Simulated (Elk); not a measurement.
A self-consistent single point of InPd3 (Pm-3m, 4 atoms in the cell) with Elk.

Method: PBEsol, all-electron FP-LAPW, Elk's shipped species files, default APW+lo basis (Elk 10.2.4).

The change in words: lattice scaled by 1.03. Reference geometry:
```
CELL_PARAMETERS angstrom
      4.00490     0.00000     0.00000
      0.00000     4.00490     0.00000
      0.00000     0.00000     4.00490
ATOMIC_POSITIONS crystal
  In 0.00000 0.00000 0.00000
  Pd 0.50000 0.50000 0.00000
  Pd 0.00000 0.50000 0.50000
  Pd 0.50000 0.00000 0.50000
```

Reference input (self-consistent single point, DFT, PBEsol, all-electron FP-LAPW, Elk's shipped species files, default APW+lo basis): xctype = 22; stype = 1; swidth = 0.00734986 Ha; ngridk = 5 5 5; rmtscf = 0.97; maxscl = 100. This run's input differs from it in these lines:

```diff
@@ -19,5 +19,5 @@
 avec
-    7.5681641565    0.0000000000    0.0000000000
-    0.0000000000    7.5681641565    0.0000000000
-    0.0000000000    0.0000000000    7.5681641565
+    7.7952090812    0.0000000000    0.0000000000
+    0.0000000000    7.7952090812    0.0000000000
+    0.0000000000    0.0000000000    7.7952090812
```

The program printed (abridged):

```
│ Self-consistent loop started │
│ Loop number : 1 │
 total energy                :     -20970.7273846
│ Loop number : 2 │
 total energy                :     -20972.9046097
RMS change in Kohn-Sham potential (target) :   0.4206407310     (  0.1000000000E-05)
Absolute change in total energy (target)   :    2.177225077     (  0.1000000000E-03)
│ Loop number : 3 │
 total energy                :     -20995.2139031
RMS change in Kohn-Sham potential (target) :   0.2319471598     (  0.1000000000E-05)
Absolute change in total energy (target)   :    22.85359972     (  0.1000000000E-03)
│ Loop number : 4 │
   [... lines left out ...]
Absolute change in total energy (target)   :   0.9922541431E-03 (  0.1000000000E-03)
│ Loop number : 14 │
 total energy                :     -21014.6926983
RMS change in Kohn-Sham potential (target) :   0.3305677340E-06 (  0.1000000000E-05)
Absolute change in total energy (target)   :   0.2928845133E-03 (  0.1000000000E-03)
│ Loop number : 15 │
 total energy                :     -21014.6926758
RMS change in Kohn-Sham potential (target) :   0.1883679111E-06 (  0.1000000000E-05)
Absolute change in total energy (target)   :   0.5075474473E-04 (  0.1000000000E-03)
Convergence targets achieved

│ Loop number : 16 │

Energies :
 Fermi                       :     0.235060672472
 total energy                :     -21014.6926613

Density of states at Fermi energy :    92.04212477
 (states/Hartree/unit cell)

Estimated indirect band gap :   0.2396135053E-02
 from k-point      7 to k-point      9
Estimated direct band gap   :   0.1171255375E-01
 at k-point      2

Charges :
 core                        :    114.0000000
 valence                     :    73.00000000
 interstitial                :    5.416272985
 muffin-tins (core leakage)
  species :    1 (In)
   atom    1                 :    47.15383758     (  0.2026908845E-03)
  species :    2 (Pd)
   atom    1                 :    44.80996314     (  0.8082082559E-08)
   atom    2                 :    44.80996314     (  0.8082082559E-08)
   atom    3                 :    44.80996314     (  0.8082082559E-08)
 total in muffin-tins        :    181.5837270
 total calculated charge     :    187.0223793
 total charge                :    187.0000000
 error                       :   0.2237930223E-01

│ Self-consistent loop stopped │
```

The run converged in 16 iterations. The count includes the last loop, which Elk runs after its targets are met. Against the reference run the total energy goes up by 101 meV/atom.

The starting cell comes from a database of computed structures (which also holds hypothetical and non-ambient phases and stackings), without a prior relaxation at this level. For this run, on top of that: lattice scaled by 1.03. Spin polarisation is off. Values depend on the basis (sphere radii, cutoffs, local orbitals), which need not be converged. The log's line on a gap gives a spacing of levels on this mesh, which the program prints for metals too.
